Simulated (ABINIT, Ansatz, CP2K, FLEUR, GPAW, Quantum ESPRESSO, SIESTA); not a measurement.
## ZnS (P6_3mc, 8 atoms in the cell) computed with different codes at matched settings

Self-consistent single point.

```
ZnS
1.0
    3.80819     0.00000     0.00000
   -1.90409     3.29799     0.00000
    0.00000     0.00000    12.45011
Zn S
4 4
Direct
  0.66667   0.33333   0.74993
  0.33333   0.66667   0.24993
  0.00000   0.00000   0.50000
  0.00000   0.00000   0.00000
  0.66667   0.33333   0.93773
  0.33333   0.66667   0.43773
  0.00000   0.00000   0.68734
  0.00000   0.00000   0.18734
```

All programs got the same cell, k-point mesh and kind of occupations (some realise fixed ones as a very narrow smearing) (in Ansatz's words: kpoints.mp_grid.grid = 7 7 2; scf.occupations.method = fixed); potentials, basis and cutoffs are each program's usual ones.

| code | model | pressure (GPa) | largest force (eV/Å) | gap on the mesh (eV) | k-points | cutoff |
|---|---|---|---|---|---|---|
| ABINIT | PBE, PAW (JTH v2.0 PBE PAW) | 2.21 | 0.013 | 2.178 | 16 | 816 eV |
| GPAW | PBE, GPAW PAW datasets PBE (gpaw-data 1.0.1) | 2.42 | 0.013 | 2.182 | 16 | 850 eV |
| Ansatz | PBE, PAW files | 2.28 | 0.013 | 2.185 | 16 | default |
| CP2K | PBE, GPW, DZVP-MOLOPT-SR-GTH basis, GTH-PBE potentials (GTH_POTENTIALS) | 2.69 | 0.015 | 2.171 | 50 | grid 600 Ry |
| Quantum ESPRESSO | PBE, PSlibrary PAW (PBE) pseudopotentials | 1.47 | 0.013 | 2.174 | 16 | 50 Ry |
| FLEUR | PBE, all-electron FLAPW (FLEUR), scalar-relativistic valence | – | 0.015 | 2.190 | 16 | Kmax 4 1/bohr |
| SIESTA | GGA PBE, numerical atomic orbitals DZP, PseudoDojo PBE standard norm-conserving potentials (rewritten from UPF to PSML) | 3.59 | 0.019 | 2.764 | 53 | grid 350 Ry |

A dash marks a value that a program does not give, or that is left out as unsure.

Gaps are read on the mesh.

The spread over the programs that give each value: pressure within 2.12 GPa; largest force within 0.006 eV/Å; gap on the mesh within 0.593 eV.

The starting cell comes from a database of computed structures (which also holds hypothetical and non-ambient phases and stackings), without a prior relaxation at this level. Its lattice was rescaled by a random factor within 2.5 % of one.

Question: Why do the programs differ, and what cannot be compared?

Answer: Differences of this kind can come from the potentials, where these differ, and from what each basis and cutoff leave unconverged. The valence holds different numbers of electrons (ABINIT 72, GPAW 72, Ansatz (a program for electronic structure) 72, CP2K 72, Quantum ESPRESSO 72, FLEUR 72, SIESTA 104). The zero of total energies and Fermi levels follows the potentials and each program's conventions, so they are not compared here. CP2K and SIESTA use small atom-centred bases, whose incompleteness enters pressures, forces and empty levels differently from a plane-wave cutoff. FLEUR treats all electrons, but the usual bases taken here (sphere radii, linearisation, local orbitals, empty states) were not tested for convergence, so the values are no reference for the others. Ansatz's pressure is given at a fixed set of plane waves, as the other plane-wave codes print theirs; with its correction for the finite basis it is 2.35 GPa. The programs reduce the same mesh by symmetry to different extents, which changes the work and not the result. In the pressure, SIESTA (by 1.34) lies more than 1 GPa from the median of the plane-wave programs. In the gap, SIESTA (by 0.585) lies more than 0.12 eV from the median of the plane-wave programs.

Keys are those of Ansatz 0.2.
